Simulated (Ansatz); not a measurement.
Base system: PtSe2 in the CdI2 type structure (space group P-3m1, No. 164; a = 3.739 Å, c = 4.635 Å; layered; relaxed with 0.1 eV smearing). Axes: x lies along a and z along c of the hexagonal cell.

Method: DFT with PBEsol-D3(BJ), PAW potentials and a 420 eV plane-wave cutoff in Ansatz (a first-principles code), no spin-orbit coupling.

For the base:

The shortest interatomic distance is 4.724 bohr.

Now apply this change: uniaxial strain ε_xx = −0.50 %, all other strain components held at zero; the atoms relax in the strained cell.

Task: What does the calculation give for the energy relative to the base after the change?

Result: The energy increases by 0.3 meV/atom.

Task: What happens to the shortest interatomic distance?

Result: The shortest interatomic distance falls by 0.007 bohr (4.724 bohr → 4.717 bohr).

Whether these cells are dynamically stable was not tested. All final runs are without spin polarisation.
